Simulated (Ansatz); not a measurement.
Given:

```yaml
crystal:
  lattice:
    - [0.00000, 2.52190, 2.52190]
    - [2.52190, 0.00000, 2.52190]
    - [2.52190, 2.52190, 0.00000]
  atoms:
    - { symbol: Hf, position: [0.00000, 0.00000, 0.00000] }
    - { symbol: O, position: [0.25000, 0.25000, 0.25000] }
    - { symbol: O, position: [0.75000, 0.75000, 0.75000] }
```

A single point on HfO2, its geometry relaxed with PBEsol.

Method: DFT with PBEsol, PAW potentials and a 420 eV plane-wave cutoff in Ansatz (a first-principles code), noncollinear with spin-orbit coupling. Γ-centred 11×11×11 mesh, Fermi–Dirac width 0.05 eV.

**Question.** Predict the gap character and electron mass.

**Answer.** Gap character: direct at X
Electron mass: 1.1 mₑ along k, 0.71 mₑ across (at X)

Single points use the geometry relaxed with PBEsol. Masses are band curvatures over ±0.01 Å⁻¹ around the edge. Along k means along the line from Γ to the band edge. No phonon test of stability was made. The cell is HfO2 in the fluorite structure (space group Fm-3m, No. 225). This is not the structure that HfO2 has at room temperature and ambient pressure.
